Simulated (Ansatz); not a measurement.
System: Mg4N2O (model structure, started from the Ca4P2O type, I4/mmm, No. 139, 7 atoms in the cell). Method: LDA (PAW; Ansatz, a quantum-chemistry and plane-wave program).

Numerical settings: plane-wave cutoff 520 eV, 20×20×20 k mesh, Fermi–Dirac smearing 0.05 eV, scalar-relativistic PAW data made under PBE.

Cell (relaxed at this level):

```xyz
7
Lattice="-1.8571 1.8571 5.5897 1.8571 -1.8571 5.5897 1.8571 1.8571 -5.5897" Properties=species:S:1:pos:R:3 pbc="T T T"
Mg     0.0000     0.0000     9.0608
Mg     0.0000     0.0000     2.1187
Mg     0.0000     1.8571     0.0000
Mg     1.8571     0.0000     0.0000
N      0.0000     0.0000     7.0599
N      0.0000     0.0000     4.1195
O      0.0000     0.0000     0.0000
```

**Question.** Predict the band gap.

**Answer.** 
* **band gap**: 1.10 eV (direct)

Note: the relaxation could raise the start's symmetry but not lower it, so the cell can be a saddle point.

A model structure was made by putting elements into a prototype or built by hand; it is no filed structure, need not be a known phase, and can be a saddle point held by its symmetry.
